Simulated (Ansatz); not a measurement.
**Hf: response to strain**

Take Hf in the hcp (Mg type) structure (space group P6_3/mmc, No. 194; relaxed with 0.1 eV smearing) as the base.

```
Hf
1.0
    3.15810     0.00000     0.00000
   -1.57905     2.73500     0.00000
    0.00000     0.00000     5.00450
Hf
2
Cartesian
  1.57905   0.91167   3.75337
  0.00000   1.82333   1.25112
```

Cartesian axes are those of the cell as printed.

Strains are applied to the cell and any free atomic positions relax.

Calculations: PBEsol (Ansatz, an electronic-structure program; PAW; 420 eV plane waves; no spin-orbit coupling).

Notes on the quantities. energy relative to the base: free energy F.

| change | energy relative to the base | shortest interatomic distance |
|---|---|---|
| base | 0 meV/atom | 3.096 Å |
| tensor shear ε_xz = +0.29 % | +0.1 meV/atom | 3.089 Å |
| tensor shear ε_xz = +1.14 % | +1.7 meV/atom | 3.067 Å |
| tensor shear ε_xz = +1.71 % | +3.8 meV/atom | 3.054 Å |
| tensor shear ε_xz = +0.57 % | +0.4 meV/atom | 3.082 Å |
| tensor shear ε_xz = +0.86 % | +1.0 meV/atom | 3.074 Å |
| tensor shear ε_xz = +2.00 % | +5.2 meV/atom | 3.047 Å |
| tensor shear ε_xz = +1.43 % | +2.7 meV/atom | 3.060 Å |

Whether these cells are dynamically stable was not tested. All final runs are without spin polarisation.
